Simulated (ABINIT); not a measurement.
**Several settings converged on NiTe2 (P3m1, 3 atoms in the cell)**

```
CELL_PARAMETERS angstrom
      3.88675     0.00000     0.00000
     -1.94337     3.36602     0.00000
      0.00000     0.00000     5.38866
ATOMIC_POSITIONS crystal
  Ni 0.00000 0.00000 0.00928
  Te 0.33333 0.66667 0.24192
  Te 0.66667 0.33333 0.75808
```

Base method: PBEsol, PAW (JTH v2.0 PBE PAW, files made for PBE) (plane waves; ABINIT).

Base settings: pseudos = [Ni.GGA_PBE-JTH.xml, Te.GGA_PBE-JTH.xml]; ecut = 60 Ry; pawecutdg = 120 Ry; pawxcdev = 0; ixc = -116133; occopt = 7; tsmear = 0.1 eV; ngkpt = 5 5 3; nshiftk = 1; shiftk = 0 0 0.

The count of work is k-points × plane waves × bands × iterations; it is no time. Core times come from one kind of shared machine, to one figure; runs under 30 s give none.

**The k-point mesh**

The second cell is the first with its lattice scaled by 0.98.

Only quantities that move along the ladder and can be compared are tabulated.

```csv
ngkpt,free energy less the last step's (meV/atom),energy of the compressed cell less the first (meV/atom),pressure (GPa),largest difference of a force vector from the last step's (eV/Å),count of work / last,core time / last (rough)
2 2 1,-34.18,-26.92,-7.17,0.970,0.041,0.4
3 3 2,22.80,2.26,-4.31,0.129,0.25,0.5
4 4 3,-12.56,-3.99,-4.98,0.118,0.37,0.6
5 5 3,7.05,-4.03,-4.99,0.122,0.53,1
6 6 4,0.00,-6.07,-5.22,0.000,1.0,1
```

Coarsest ngkpt that holds the pressure within 1 GPa of the last step, with all finer ones: 3 3 2, at 0.25 of the last step's count of work; the step before is off by 1.9 GPa.

Coarsest ngkpt that holds the free energy within 5 meV/atom: not settled: the last two steps still differ by 7.0 meV/atom, over half the tolerance, so the ladder does not show it.

Coarsest ngkpt that holds the forces within 0.02 eV/Å: not settled: the last two steps still differ by 0.12 eV/Å, over half the tolerance, so the ladder does not show it.

**The k-point mesh at a smearing width of 0.02 eV**

In this ladder: tsmear = 0.02 eV.

Only quantities that move along the ladder and can be compared are tabulated.

```tsv
ngkpt	free energy less the last step's (meV/atom)	pressure (GPa)	largest difference of a force vector from the last step's (eV/Å)	count of work / last	core time / last (rough)
4 4 2	27.91	-4.21	0.035	0.11	0.3
5 5 3	4.43	-5.04	0.063	0.19	0.3
6 6 4	-1.28	-5.18	0.035	0.36	0.6
9 9 6	0.00	-5.01	0.000	1.0	1
```

Coarsest ngkpt that holds the free energy within 5 meV/atom of the last step, with all finer ones: 5 5 3, at 0.19 of the last step's count of work and about 0.3 of the last step's time; the step before is off by 28 meV/atom.

Coarsest ngkpt that holds the forces within 0.02 eV/Å: not settled: the last two steps still differ by 0.035 eV/Å, over half the tolerance, so the ladder does not show it.

Coarsest ngkpt that holds the pressure within 0.5 GPa of the last step, with all finer ones: 5 5 3, at 0.19 of the last step's count of work and about 0.3 of the last step's time; the step before is off by 0.81 GPa.

**The number of bands**

The mesh stays at the base's, so the ladder's end is converged at best in this setting alone.

Only quantities that move along the ladder and can be compared are tabulated.

| nband | free energy less the last step's (meV/atom) | pressure (GPa) | largest difference of a force vector from the last step's (eV/Å) | count of work / last | core time / last (rough) |
|---|---|---|---|---|---|
| 15 | 25.89 | -4.27 | 0.198 | 1.4 | 1.0 |
| 17 | 0.00 | -5.00 | 0.000 | 0.55 | 0.4 |
| 19 | 0.00 | -4.99 | 0.000 | 0.74 | 0.8 |
| 31 | 0.00 | -5.00 | 0.000 | 1.0 | 1 |

Coarsest nband that holds the pressure within 0.1 GPa of the last step, with all finer ones: 17, at about 0.4 of the last step's time; the step before is off by 0.72 GPa.

Coarsest nband that holds the forces within 0.01 eV/Å of the last step, with all finer ones: 17, at about 0.4 of the last step's time; the step before is off by 0.20 eV/Å.

Coarsest nband that holds the free energy within 5 meV/atom of the last step, with all finer ones: 17, at about 0.4 of the last step's time; the step before is off by 26 meV/atom.

On the base run: the starting cell comes from a database of computed structures (which also holds hypothetical and non-ambient phases and stackings), without a prior relaxation at this level. Its lattice was rescaled by up to half a per cent. One atom was moved a little off its site on purpose. Spin polarisation is off, so a magnetic state, if there is one, cannot be reached. The potentials were made for another functional than the one used. In the base run, with a pressure of about -5 GPa the cell is away from its equilibrium volume at this level. Without a gap this mesh is coarse (it stands for a supercell whose shortest vector is 16 Å).
